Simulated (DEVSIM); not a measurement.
Device: abrupt Ge n-p junction, at 250 K.

Layer 1 from the left is Ge, thickness (μm) 14.0, Nd (cm⁻³) 8.8e16, τn (s) 3.5e-6, τp (s) 3.5e-6. Layer 2 from the left is Ge, thickness (μm) 2.40, Na (cm⁻³) 3.4e16, τn (s) 3.5e-6, τp (s) 3.5e-6.

Left contact: ohmic. Right contact: ohmic. Voltage is applied to the left contact. Recombination: SRH at mid-gap, radiative. Mobility is μmin + (μ − μmin)/(1 + (N/Nref)^α).

The device is made up for the run: typed textbook-type constants, with dimensions and the other settings drawn at random. Values at 300 K; Nc and Nv go as T^1.5, mobilities as T to minus their exponent, the gap by Varshni's rule with the affinity fixed.

Ge: gap (eV) 0.664, affinity (eV) 4, permittivity 16, Nc (cm⁻³) 1.04e19, Nv (cm⁻³) 6e18, μn (cm²/Vs) 3900, μp (cm²/Vs) 1900, μn,min 150, μp,min 100, Nref,n 2.6e17, Nref,p 4e17, αn 0.56, αp 0.6, T exponent of μn 1.66, T exponent of μp 2.33, B (cm³/s) 6.4e-14, Varshni α (eV/K) 0.000477, Varshni β (K) 235.

Model (solved in DEVSIM): 1D drift-diffusion, Boltzmann statistics, complete ionisation; no tunnelling, impact ionisation, image-force lowering or self-heating.

Dark forward current:

| |V| (V) | |J| (A/cm²) |
|---|---|
| 0.05 | 1.068e-5 |
| 0.10 | 0.0001185 |
| 0.15 | 0.001211 |
| 0.20 | 0.01228 |
| 0.25 | 0.1245 |
| 0.30 | 1.259 |
| 0.35 | 12.53 |
| 0.40 | 109.5 |
| 0.45 | 573.5 |
| 0.50 | 1613 |
| 0.55 | 3232 |

Task: Work out the local ideality factor n = ΔV / (kT/q · ln(J2/J1)) between the rows 0.10 and 0.15 V, 0.50 and 0.55 V.

Result: kT/q = 21.54 mV. From 0.10 to 0.15 V: ln(0.001211/0.0001185) = 2.324, n = 1.00, near the 1 of diffusion or emission over a barrier. From 0.50 to 0.55 V: ln(3232/1613) = 0.695, n = 3.34.

Task: Estimate the current at 0.20 V from the Shockley equation with J0 = Σ q ni² D/(N L) coth(W/L), τ joining the SRH, radiative and Auger lifetimes that are on, and W taken as the whole layer.

Result: ni² = 6.19e23 cm⁻⁶; holes in the n layer: μ = 2110 cm²/Vs, D = 45.6 cm²/s, τ = 3.43e-6 s, L = 125 μm, W/L = 0.11, term 3.68e-8 A/cm²; electrons in the p layer: μ = 4050 cm²/Vs, D = 87.2 cm²/s, τ = 3.47e-6 s, L = 174 μm, W/L = 0.014, term 1.06e-6 A/cm². J0 = 1.10e-6 A/cm², and J = J0 exp(qV/kT) = 0.0118 A/cm². The simulation gives 0.0123 A/cm²; the estimate lies 3.8 % below. The estimate leaves out recombination in the depletion region and that region's share of W.
